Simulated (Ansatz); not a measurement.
TiAl: response to strain

The parent structure is TiAl (space group P4/mmm, No. 123; a = 2.796 Å, c = 4.038 Å; relaxed with 0.1 eV smearing). Axes: x, y, z lie along a, b, c of the conventional cell.

Strains are applied to the cell and any free atomic positions relax.

Method: PBEsol (Ansatz, a quantum-chemistry and plane-wave program), no spin-orbit coupling.

Notes on the quantities. energy relative to the base: free energy F; pressure: mean of the normal stresses, compression positive.

| change | volume per atom | energy relative to the base | pressure |
|---|---|---|---|
| base | 15.79 Å³ | 0 meV/atom | 0.0 GPa |
| uniaxial strain ε_xx = −3.00 % | 15.31 Å³ | +9.8 meV/atom | 3.9 GPa |
| uniaxial strain ε_xx = −2.50 % | 15.39 Å³ | +6.7 meV/atom | 3.2 GPa |
| uniaxial strain ε_xx = −1.50 % | 15.55 Å³ | +2.4 meV/atom | 1.9 GPa |
| uniaxial strain ε_xx = −1.00 % | 15.63 Å³ | +1.0 meV/atom | 1.2 GPa |
| uniaxial strain ε_xx = −0.50 % | 15.71 Å³ | +0.3 meV/atom | 0.6 GPa |
| uniaxial strain ε_xx = +1.00 % | 15.95 Å³ | +1.0 meV/atom | -1.2 GPa |
| uniaxial strain ε_xx = +1.50 % | 16.02 Å³ | +2.2 meV/atom | -1.7 GPa |
| uniaxial strain ε_xx = +2.00 % | 16.10 Å³ | +3.9 meV/atom | -2.3 GPa |
| uniaxial strain ε_xx = +3.00 % | 16.26 Å³ | +8.5 meV/atom | -3.3 GPa |

No phonon test of stability was made. The final runs are not spin-polarised.
